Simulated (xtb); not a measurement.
xtb 6.7.1, GFN1-xTB: CSc1ccc2c(c1)C(C)(C)c1cc(-c3ccc(-c4ccc5cc(C(C)(C)C)ccc5c4)cc3)ccc1-2, 71 atoms. The geometry is a generated start, not checked to be a minimum at this level.

| Quantity | Result |
|---|---|
| run flags | --grad |
| method | GFN1-xTB |
| --acc | 1 (default) |
| --etemp (K) | 300 (default) |
| basis functions | 222 |
| valence electrons | 184 |

One run each on 1 thread. Values of broydamp tried: 0.02, 0.05, 0.1, 0.2, 0.4 (default), 0.6, 0.8, 1.

**Question.** Which value of broydamp needs the fewest SCC iterations, and what happens away from it?

**Answer.** Fewest SCC iterations, within one of each other: 0.2 with 11, 0.4 (default) with 10, 0.6 with 11. The count rises to 17 at 0.02. All converge to one solution.

```
broydamp       SCC iterations            end
-------------  --------------  -------------
0.02                       17  same solution
0.05                       14  same solution
0.1                        13  same solution
0.2                        11  same solution
0.4 (default)              10  same solution
0.6                        11  same solution
0.8                        12  same solution
1                          13  same solution
```
